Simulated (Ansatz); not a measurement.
Base system: Ti in the hcp (Mg type) structure (space group P6_3/mmc, No. 194; a = 2.936 Å, c = 4.637 Å). Axes: x lies along a and z along c of the hexagonal cell.

All numbers come from DFT with r2SCAN, PAW potentials and a 500 eV plane-wave cutoff in Ansatz (a program for electronic structure), no spin-orbit coupling.

The change: the cell is scaled by 0.9898 in all directions; the atoms relax in the strained cell.

Question: Predict the stress tensor and what it implies for the stiffness.

Answer: Stress of the strained cell less that of the base (GPa, compression positive):
```
    3.8     0.0     0.0
    0.0     3.8     0.0
    0.0     0.0     3.8
```

Then B = −ΔP/(ΔV/V₀) with ΔV/V₀ = -0.0303 gives secant stiffness values (nonlinear terms included at this strain): B (at held cell shape, above the free-shape value) ≈ 125 GPa.

As a check, the harmonic strain energy −½ V₀ Δσ:ε is 6.3 meV/atom; the computed energy rise is 6.1 meV/atom.

No phonon test of stability was made. The final runs are not spin-polarised.
